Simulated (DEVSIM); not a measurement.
Structure: TaN/HfO2/p-Si capacitor, at 450 K.

```tsv
layer (left to right)	material	thickness (nm)	Na (cm⁻³)
1	HfO2	14.0	-
2	Si	350	2.7e18
```

Metal gate on the left, work function 4.4 eV. Fixed charge at the semiconductor interface 0 cm⁻² (in units of +e); no interface traps.

The device is made up for the run: typed textbook-type constants, with dimensions and the other settings drawn at random. Values at 300 K; Nc and Nv go as T^1.5, mobilities as T to minus their exponent, the gap by Varshni's rule with the affinity fixed.

```
parameter         HfO2        Si
----------------  ----  --------
gap (eV)           5.7     1.124
affinity (eV)      2.5      4.05
permittivity        22      11.7
Nc (cm⁻³)            -   2.86e19
Nv (cm⁻³)            -    3.1e19
Varshni α (eV/K)     -  0.000473
Varshni β (K)        -       636
```

DEVSIM, 1D Poisson equation in equilibrium, Boltzmann statistics, complete ionisation; no quantum confinement or tunnelling. Metal contacts follow the ideal Schottky-Mott rule: no Fermi-level pinning, no interface dipoles.

Tabulate band edges, carrier densities and field at 0.2 V on the gate.

Energies count from the Fermi level of the right contact; mesh points crowd at the junctions.

```json
[
 {"x (μm)": "0.000", "Ec (eV)": "1.700", "Ev (eV)": "-4.000", "n (cm⁻³)": "< 1e2", "p (cm⁻³)": "< 1e2", "field (V/cm)": "290000"},
 {"x (μm)": "0.0009910", "Ec (eV)": "1.729", "Ev (eV)": "-3.971", "n (cm⁻³)": "< 1e2", "p (cm⁻³)": "< 1e2", "field (V/cm)": "290000"},
 {"x (μm)": "0.002570", "Ec (eV)": "1.775", "Ev (eV)": "-3.925", "n (cm⁻³)": "< 1e2", "p (cm⁻³)": "< 1e2", "field (V/cm)": "290000"},
 {"x (μm)": "0.005380", "Ec (eV)": "1.858", "Ev (eV)": "-3.842", "n (cm⁻³)": "< 1e2", "p (cm⁻³)": "< 1e2", "field (V/cm)": "290000"},
 {"x (μm)": "0.01005", "Ec (eV)": "1.995", "Ev (eV)": "-3.705", "n (cm⁻³)": "< 1e2", "p (cm⁻³)": "< 1e2", "field (V/cm)": "290000"},
 {"x (μm)": "0.01227", "Ec (eV)": "2.060", "Ev (eV)": "-3.640", "n (cm⁻³)": "< 1e2", "p (cm⁻³)": "< 1e2", "field (V/cm)": "290000"},
 {"x (μm)": "0.01351", "Ec (eV)": "2.096", "Ev (eV)": "-3.604", "n (cm⁻³)": "< 1e2", "p (cm⁻³)": "< 1e2", "field (V/cm)": "290000"},
 {"x (μm)": "0.01470", "Ec (eV)": "0.599", "Ev (eV)": "-0.483", "n (cm⁻³)": "1.0e13", "p (cm⁻³)": "2.2e14", "field (V/cm)": "520000"},
 {"x (μm)": "0.01638", "Ec (eV)": "0.680", "Ev (eV)": "-0.401", "n (cm⁻³)": "1.3e12", "p (cm⁻³)": "1.8e15", "field (V/cm)": "450000"},
 {"x (μm)": "0.01934", "Ec (eV)": "0.796", "Ev (eV)": "-0.286", "n (cm⁻³)": "6.5e10", "p (cm⁻³)": "3.6e16", "field (V/cm)": "330000"},
 {"x (μm)": "0.02517", "Ec (eV)": "0.921", "Ev (eV)": "-0.160", "n (cm⁻³)": "2.5e9", "p (cm⁻³)": "9.2e17", "field (V/cm)": "120000"},
 {"x (μm)": "0.04051", "Ec (eV)": "0.963", "Ev (eV)": "-0.119", "n (cm⁻³)": "8.7e8", "p (cm⁻³)": "2.7e18", "field (V/cm)": "1100"},
 {"x (μm)": "0.06531", "Ec (eV)": "0.963", "Ev (eV)": "-0.118", "n (cm⁻³)": "8.6e8", "p (cm⁻³)": "2.7e18", "field (V/cm)": "≈ 0"},
 {"x (μm)": "0.1090", "Ec (eV)": "0.963", "Ev (eV)": "-0.118", "n (cm⁻³)": "8.6e8", "p (cm⁻³)": "2.7e18", "field (V/cm)": "≈ 0"},
 {"x (μm)": "0.2260", "Ec (eV)": "0.963", "Ev (eV)": "-0.118", "n (cm⁻³)": "8.6e8", "p (cm⁻³)": "2.7e18", "field (V/cm)": "≈ 0"},
 {"x (μm)": "0.2918", "Ec (eV)": "0.963", "Ev (eV)": "-0.118", "n (cm⁻³)": "8.6e8", "p (cm⁻³)": "2.7e18", "field (V/cm)": "≈ 0"},
 {"x (μm)": "0.3251", "Ec (eV)": "0.963", "Ev (eV)": "-0.118", "n (cm⁻³)": "8.6e8", "p (cm⁻³)": "2.7e18", "field (V/cm)": "≈ 0"},
 {"x (μm)": "0.3441", "Ec (eV)": "0.963", "Ev (eV)": "-0.118", "n (cm⁻³)": "8.6e8", "p (cm⁻³)": "2.7e18", "field (V/cm)": "≈ 0"},
 {"x (μm)": "0.3558", "Ec (eV)": "0.963", "Ev (eV)": "-0.118", "n (cm⁻³)": "8.6e8", "p (cm⁻³)": "2.7e18", "field (V/cm)": "≈ 0"},
 {"x (μm)": "0.3602", "Ec (eV)": "0.963", "Ev (eV)": "-0.118", "n (cm⁻³)": "8.6e8", "p (cm⁻³)": "2.7e18", "field (V/cm)": "≈ 0"},
 {"x (μm)": "0.3625", "Ec (eV)": "0.963", "Ev (eV)": "-0.118", "n (cm⁻³)": "8.6e8", "p (cm⁻³)": "2.7e18", "field (V/cm)": "≈ 0"},
 {"x (μm)": "0.3640", "Ec (eV)": "0.963", "Ev (eV)": "-0.118", "n (cm⁻³)": "8.6e8", "p (cm⁻³)": "2.7e18", "field (V/cm)": "≈ 0"}
]
```
